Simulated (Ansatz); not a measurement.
The parent structure is NbAgO3 in the cubic perovskite structure (space group Pm-3m, No. 221; a = 3.9502 Å; a cell from a computed database, its experimental status unchecked).

It is then changed as follows: a hydrostatic pressure of 0.7 GPa.

Levels (all Ansatz, a first-principles code, PAW, earlier PAW set): PBEsol (420 eV, without spin-orbit coupling); HSE06 (420 eV, without spin-orbit coupling); PBEsol+SOC (420 eV, spin-orbit coupling included).

One geometry, relaxed with PBEsol, under each level:

```json
[
 {"level": "PBEsol", "band gap": "1.41 eV", "lowest conduction level above the VBM at special points": "X 1.41 eV; Γ 1.59 eV; R 3.35 eV", "pressure": "0.69 GPa"},
 {"level": "HSE06", "band gap": "?", "lowest conduction level above the VBM at special points": "?", "pressure": "–"},
 {"level": "PBEsol+SOC", "band gap": "1.39 eV", "lowest conduction level above the VBM at special points": "X 1.39 eV; Γ 1.53 eV; R 3.33 eV; M 4.07 eV", "pressure": "0.67 GPa"}
]
```

### Question
Give the withheld HSE06 results.

### Answer

- HSE06, band gap: 2.74 eV
- HSE06, lowest conduction level above the VBM at special points: X 2.74 eV; Γ 2.88 eV; R 5.35 eV

Single points use the geometry relaxed with PBEsol. HSE06 was sampled on its mesh, a few special points and the semilocal edge points, so its gap is an upper bound. Differences between runs with and without spin-orbit coupling are approximate. Load acts through the strain it causes; cell and atoms are relaxed under it. Stability against distortions was not tested. Many cubic perovskites are stable only at high temperature; tilts and polar distortions were not tested.
